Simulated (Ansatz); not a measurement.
The reference is BAs in the zinc blende structure (space group F-43m, No. 216).

```
BAs
1.0
    0.00000     2.40463     2.40463
    2.40463     0.00000     2.40463
    2.40463     2.40463     0.00000
B As
1 1
Direct
  0.00000   0.00000   0.00000
  0.25000   0.25000   0.25000
```

Level of theory: Ansatz (a program for electronic structure) PBE, no spin-orbit coupling.

Before the change:

| Property | Result |
|---|---|
| Valley order | a point along ⟨100⟩, about 1.1 Å⁻¹ from Γ 1.21 eV; L along ⟨111⟩ 2.57 eV |
| Lattice parameter a | 4.809 Å |
| Hole mass | 0.21, 0.24, 0.24 mₑ (at Γ) |

One thing is altered: cell and atoms relaxed at a pressure of 0.9 GPa.

### Question
How does this affect the valley order, lattice parameter a and hole mass?

### Answer
The valley order (the lowest conduction-band minima on the path, energy above the VBM, named in the base's zone) changes from a point along ⟨100⟩, about 1.1 Å⁻¹ from Γ 1.21 eV; L along ⟨111⟩ 2.57 eV to a point along ⟨100⟩, about 1.1 Å⁻¹ from Γ 1.20 eV; L along ⟨111⟩ 2.61 eV; the lattice parameter a falls by 0.0108 Å (4.809 Å → 4.799 Å); the hole mass (degenerate bands, along [100]) goes from 0.21, 0.24, 0.24 mₑ (at Γ) to 0.22, 0.24, 0.24 mₑ (at Γ).

The levels and masses belong to the bands next to the band gap. Load acts through the strain it causes; cell and atoms are relaxed under it. Effective masses come from finite differences of ±0.01 Å⁻¹. No phonon test of stability was made.
